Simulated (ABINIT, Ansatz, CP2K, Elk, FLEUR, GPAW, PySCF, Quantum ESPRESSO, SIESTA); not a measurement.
## As (R-3m, 2 atoms in the cell) computed with different codes at matched settings

Self-consistent single point, at a second geometry (lattice scaled by 0.98). First geometry:

```yaml
crystal:
  lattice:
    - [3.68036, -1.88000, 0.00000]
    - [3.68036, 1.88000, 0.00000]
    - [2.72002, 0.00000, 3.11142]
  atoms:
    - { symbol: As, position: [0.22700, 0.22700, 0.22700] }
    - { symbol: As, position: [0.77300, 0.77300, 0.77300] }
```

Shared settings, as Ansatz (a program for electronic structure) writes them: kpoints.mp_grid.grid = 7 7 7; scf.occupations.method = fermi_dirac; scf.occupations.width = 0.05 eV. Potentials and cutoffs stand in the table.

| code | model | ΔF from the first geometry (meV/atom) | pressure (GPa) | largest force (eV/Å) | cutoff |
|---|---|---|---|---|---|
| FLEUR | PBE, all-electron FLAPW (FLEUR), scalar-relativistic valence | 55.4 | – | 0.750 | Kmax 3.5 1/bohr |
| CP2K | PBE, GPW, DZVP-MOLOPT-PBE-GTH basis, GTH-PBE potentials (POTENTIAL_UZH) | 53.0 | 9.79 | 0.735 | grid 400 Ry |
| Ansatz | PBE, default PAW files | 46.1 | 8.81 | 0.623 | default |
| PySCF | PBE, Gaussian basis gth-dzvp-molopt-sr, GTH pseudopotentials gth-pbe, FFT density fitting with multigrid | 51.6 | – | – | grid 50 Ha |
| Elk | PBE, all-electron FP-LAPW, Elk's shipped species files, default APW+lo basis | 45.6 | – | – | default |
| GPAW | PBE, GPAW PAW datasets PBE (gpaw-data 1.0.1) | 48.1 | 9.13 | 0.690 | 550 eV |
| SIESTA | GGA PBE, numerical atomic orbitals TZP, PseudoDojo PBE standard norm-conserving potentials (rewritten from UPF to PSML) | 66.9 | 13.74 | 1.493 | grid 300 Ry |
| ABINIT | PBE, norm-conserving pseudopotentials (PseudoDojo nc-sr-05 PBE standard) | 47.1 | 8.95 | 0.639 | 42 Ha |
| Quantum ESPRESSO | PBE, PSlibrary PAW (PBE) pseudopotentials | 48.2 | 9.03 | 0.673 | 30 Ry |

A dash marks a value that a program does not give, or that is left out as unsure.

The spread over the programs that give each value: ΔF from the first geometry within 21.3 meV/atom; pressure within 4.93 GPa; largest force within 0.870 eV/Å.

CP2K, PySCF and SIESTA use small atom-centred bases, whose incompleteness enters pressures, forces and empty levels differently from a plane-wave cutoff. FLEUR and Elk treat all electrons, but the usual bases taken here (sphere radii, linearisation, local orbitals, empty states) were not tested for convergence, so the values are no reference for the others. Ansatz's pressure is given at a fixed set of plane waves, as the other plane-wave codes print theirs. In the pressure, SIESTA (by 4.75) lies more than 1 GPa from the median of the plane-wave programs. In the force vectors, FLEUR (by 0.094) and SIESTA (by 0.838) lie more than 0.08 eV/Å from the median of the plane-wave programs.

The starting cell has typed, rounded lattice constants, without a prior relaxation at this level. For this run, on top of that: lattice scaled by 0.98.

Keys are those of Ansatz 0.2.
